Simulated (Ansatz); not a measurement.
Fe: pressure −2 GPa

Take Fe in the bcc (W type) structure (space group Im-3m, No. 229; a = 2.787 Å; ferromagnetic) as the base.

One thing is altered: a negative pressure, −2 GPa.

Computed with PBEsol (Ansatz, a quantum-chemistry and plane-wave program; PAW; 420 eV plane waves; spin-orbit coupling left out). Settings: 23×23×23 k-points, 0.05 eV Fermi–Dirac smearing.

| quantity | base | changed | shift |
|---|---|---|---|
| volume per atom | 10.82 Å³ | 10.93 Å³ | +0.104 Å³ |
| density | 8.57 g/cm³ | 8.49 g/cm³ | -0.08 g/cm³ |
| lattice parameter a | 2.787 Å | 2.796 Å | +0.009 Å |
| shortest interatomic distance | 2.414 Å | 2.421 Å | +0.0077 Å |
| enthalpy H = E + PV relative to the base's energy | – | -0.14 eV/atom | – |
| band gap | zero | zero | – |
| magnetic state | ferromagnetic | ferromagnetic | – |

Final structure:

```
Fe
1.0
   -1.39795     1.39795     1.39795
    1.39795    -1.39795     1.39795
    1.39795     1.39795    -1.39795
Fe
1
Direct
  0.00000   0.00000   0.00000
```

Other magnetic orders, which the real material may have, were not ruled out. Load acts through the strain it causes; cell and atoms are relaxed under it. Whether these cells are dynamically stable was not tested. The base started in Fmmm and relaxed to Im-3m at this level.
